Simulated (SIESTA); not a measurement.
# Convergence study of the k-point mesh for Rh (Fm-3m, 1 atom in the cell)

```xyz
1
Lattice="0.0000 1.9095 1.9095 1.9095 0.0000 1.9095 1.9095 1.9095 0.0000" Properties=species:S:1:pos:R:3 pbc="T T T"
Rh     0.0000     0.0000     0.0000
```

Method: SIESTA 5.4.2 with GGA PBE, numerical atomic orbitals DZP, PseudoDojo PBE standard norm-conserving potentials (rewritten from UPF to PSML).

Base settings: XC.functional = GGA; XC.authors = PBE; potentials = PseudoDojo PBE standard; PAO.BasisSize = DZP; PAO.EnergyShift = 0.01 Ry; MeshCutoff = 400 Ry; kgrid.MonkhorstPack = 7 7 7; OccupationFunction = FD; ElectronicTemperature = 0.1 eV; MaxSCFIterations = 150.

The second cell is the first with its lattice scaled by 0.98.

Only quantities that move along the ladder and can be compared are tabulated.

Core times come from one kind of shared machine, to one figure; runs under 30 s give none.

The starting cell has typed, rounded lattice constants, without a prior relaxation at this level. Its lattice was rescaled by up to half a per cent. Spin polarisation is off. Values carry the incompleteness of an atom-centred basis. Without a gap this mesh is coarse (it stands for a supercell whose shortest vector is 19 Å).

Steps (kgrid.MonkhorstPack): 3 3 3; 4 4 4; 5 5 5; 6 6 6; 7 7 7; 8 8 8; 10 10 10; 13 13 13; 16 16 16; 19 19 19; 21 21 21; 26 26 26; 32 32 32; 39 39 39.

Task: What is the coarsest kgrid.MonkhorstPack that holds the pressure within 0.1 GPa of the last step, with all finer ones?

Result: 13 13 13; the step before is off by 0.11 GPa.

Task: What is the coarsest kgrid.MonkhorstPack that holds the energy of the compressed cell less the first within 1 meV/atom of the last step, with all finer ones?

Result: 10 10 10; the step before is off by 3.8 meV/atom.

Task: What is the coarsest kgrid.MonkhorstPack that holds the free energy within 0.5 meV/atom of the last step, with all finer ones?

Result: 19 19 19, at about 0.2 of the last step's time; the step before is off by 0.93 meV/atom.

```tsv
kgrid.MonkhorstPack	free energy less the last step's (meV/atom)	energy of the compressed cell less the first (meV/atom)	pressure (GPa)	core time / last (rough)
3 3 3	1313.59	198.01	26.95	–
4 4 4	-401.14	12.30	-6.07	–
5 5 5	111.06	70.51	4.16	–
6 6 6	77.93	66.89	3.55	–
7 7 7	-52.10	52.03	0.91	–
8 8 8	18.95	61.64	2.61	–
10 10 10	-9.72	57.29	1.80	–
13 13 13	-2.83	58.01	1.94	–
16 16 16	-0.93	58.01	1.94	0.1
19 19 19	-0.44	57.80	1.91	0.2
21 21 21	0.43	57.87	1.92	0.2
26 26 26	0.05	57.82	1.92	0.4
32 32 32	0.04	57.85	1.92	0.7
39 39 39	0.00	57.83	1.92	1
```

The energy difference between the two cells stays within 1 meV/atom of the last step's from 10 10 10 on, the total only from 16 16 16 on: much of the error is common to both cells and cancels.
